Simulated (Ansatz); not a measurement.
MgInGaO4 (model structure, started from the InGaZnO4 type, R3m, No. 160, 7 atoms in the cell)

Computed with LDA (Ansatz, a first-principles code, plane waves, PAW).

Run with plane-wave cutoff 520 eV, 12×12×12 k mesh, Fermi–Dirac smearing 0.01 eV, scalar-relativistic PAW data made under PBE.

Cell (relaxed at this level):

```
GaInMgO4
1.0
    1.65389     0.95487     8.34075
   -1.65389     0.95487     8.34075
    0.00000    -1.90975     8.34075
In Ga Mg O
1 1 1 4
Cartesian
  0.00000   0.00000  -0.04630
  0.00000   0.00000   5.31295
  0.00000   0.00000  19.62832
  0.00000   0.00000   3.37660
  0.00000   0.00000  21.91754
  0.00000   0.00000   7.22077
  0.00000   0.00000  17.65685
```

| Quantity | Value |
|---|---|
| band gap | 2.27 eV (on the SCF k mesh) |
| bulk modulus B0 | 173 GPa |

Note: the bulk modulus is −V dP/dV from two relaxed cells at ±2 % in volume; the relaxation could raise the start's symmetry but not lower it, so the cell can be a saddle point.

Spin–orbit coupling is not included.

A model structure was made by putting elements into a prototype or built by hand; it is no filed structure, need not be a known phase, and can be a saddle point held by its symmetry.
